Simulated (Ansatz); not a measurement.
# Variants of one calculation on Ga2O3 (P1, 10 atoms in the cell)

```xyz
10
Lattice="6.1402 -1.5238 0.0000 6.1402 1.5238 0.0000 -1.3841 0.0000 5.6504" Properties=species:S:1:pos:R:3 pbc="T T T"
Ga     3.1823     0.0221     3.8609
Ga     7.6825     0.0027     1.7796
Ga    10.8655    -0.0500     1.1839
Ga     0.0209     0.0047     4.4559
O      5.1478     0.0670     4.2333
O      5.8057    -0.0232     1.3648
O      9.5671     0.0127     2.4503
O      1.3576    -0.0156     3.2812
O      1.8103    -0.0634     0.6160
O      9.0421     0.0431     5.0260
```

Base run A: Ansatz (an electronic-structure program) with HSE06, PAW files made with PBE, self-consistent single point.

Its settings: basis.ecutwfc = 420 eV; kpoints.mp_grid.grid = 4 4 2; hamiltonian.xc = hse06; hamiltonian.pseudopotentials = {kind: paw} (the program's default PAW files); scf.occupations.method = fixed.

The starting cell comes from a database of computed structures (which also holds hypothetical and non-ambient phases and stackings), without a prior relaxation at this level. Its atoms were displaced at random from the sites of space group no. 12. In the base run, forces exceed 1 eV/Å. Ansatz's pressure includes its estimate of the finite-basis (Pulay) stress.

ΔF is the free energy per atom less that of run A. A dash stands where there is no value to compare (another energy zero or no entropy term, no result, no spin, no clean gap, or a mesh too coarse for one). Total energies depend on the potentials, the functional and any Hubbard or dispersion term, so they are compared only between runs that share all of them.

Run A gave: pressure (GPa) 0.35; largest force (eV/Å) 2.308; gap on the mesh (eV) 3.964; k-points 20.

Runs:
- B: hamiltonian.xc: hse06 → pbe0 [PBE0]
- C: kpoints.mp_grid.shift: default → 0 0 0.5
- D: scf.convergence.dr2_threshold: default (1e-07 eV) → 1e-05 eV
- E: scf.mixing.preconditioner: default (the program chose none) → local_kerker
- F: scf.self_checks: default → high

**Question.** What does run B change against A?

**Answer.** The pressure goes from 0.35 to 0.20 GPa, the largest force hardly changes (2.308 to 2.309 eV/Å) and the gap on the mesh goes from 3.964 to 4.687 eV.

**Question.** What does run C change against A?

**Answer.** The free energy falls by 4.2 meV/atom, the pressure moves little (0.35 to 0.36 GPa), the largest force moves little (2.308 to 2.303 eV/Å) and the gap on the mesh goes from 3.964 to 4.930 eV.

| run | ΔF (meV/atom) | pressure (GPa) | largest force (eV/Å) | gap on the mesh (eV) | k-points |
|---|---|---|---|---|---|
| A | 0.00 | 0.35 | 2.308 | 3.964 | 20 |
| B | – | 0.20 | 2.309 | 4.687 | 20 |
| C | -4.2 | 0.36 | 2.303 | 4.930 | 16 |
| D | 0.00 | 0.35 | 2.308 | 3.964 | 20 |
| E | 0.00 | 0.35 | 2.308 | 3.964 | 20 |
| F | 0.00 | 0.35 | 2.308 | 3.964 | 20 |

Left out of this page: 1 run of the series held back from this collection.

Keys are those of Ansatz 0.2.
